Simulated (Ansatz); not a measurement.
Band structure of Li₃Ni (I4/mmm, 4 atoms in the cell).

```
Li3Ni
1.0
   -1.90491     1.90491     3.78796
    1.90491    -1.90491     3.78796
    1.90491     1.90491    -3.78796
Li Ni
3 1
Direct
  0.75000   0.25000   0.50000
  0.25000   0.75000   0.50000
  0.50000   0.50000   0.00000
  0.00000   0.00000   0.00000
```

Method of the run: PBEsol, PAW files made with PBE (plane waves; Ansatz, a quantum-chemistry and plane-wave program).

Settings: kpoints.mp_grid.grid = 12 12 12; hamiltonian.xc = pbesol; hamiltonian.pseudopotentials = {kind: paw} (the program's default PAW files); scf.occupations.method = fermi_dirac; scf.occupations.width = 0.136 eV; kpoints.band_path.npoints = 8.

The starting cell comes from a database of computed structures (which also holds hypothetical and non-ambient phases and stackings), without a prior relaxation at this level. Spin polarisation is off.

Levels in eV from the Fermi level, bands 11 to 17:
```
point     11     12     13     14     15    16    17
-----  -----  -----  -----  -----  -----  ----  ----
Γ      -0.97  -0.97  -0.67   2.32   4.98  4.98  5.55
X      -0.88  -0.51  -0.22  -0.11   0.12  0.17  4.01
Y      -0.88  -0.83  -0.83  -0.02   0.32  0.72  5.31
S      -0.91  -0.77  -0.74  -0.14  -0.14  3.97  6.74
Z      -0.76  -0.71  -0.71  -0.65   2.21  2.21  6.33
S1     -0.91  -0.77  -0.74  -0.14  -0.14  3.97  6.74
N      -0.97  -0.81  -0.75  -0.46   2.09  2.95  5.59
P      -1.01  -0.51  -0.20  -0.01  -0.01  0.65  4.18
Y1     -0.88  -0.83  -0.83  -0.02   0.32  0.72  5.31
```

Bands cross the Fermi level along this path, so the cell is metallic at this level.

Keys are those of Ansatz 0.2.
